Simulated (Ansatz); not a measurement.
For B2O3 (model structure, started from the corundum type, R-3c, No. 167, 10 atoms in the cell), PBE-D3(BJ) (plane waves, PAW; Ansatz, a program for electronic structure) gives:

| Item | Value |
|---|---|
| lattice parameter a | 4.385 Å |
| lattice parameter c | 18.917 Å |
| cohesive energy | 6.81 eV/atom |

### Question
What does r²SCAN+rVV10 (Ansatz, PAW) give for the same quantities?

### Answer

- lattice constant a: 4.350 Å (decreases by 0.8 %)
- lattice parameter c: 17.661 Å (shrinks by 6.6 %)
- cohesive energy: 6.76 eV/atom (decreases by 0.05 eV/atom)

Changes are worked out from the printed values.

Unless a cell is named, each level is at its own relaxed cell (PBE-D3(BJ) 10.50, r²SCAN+rVV10 9.65 Å³/atom).

Ansatz's density-functional and Hartree–Fock values are scalar-relativistic unless marked +SOC, with PAW data made under PBE.

A model structure was made by putting elements into a prototype or built by hand; it is no filed structure, need not be a known phase, and can be a saddle point held by its symmetry.
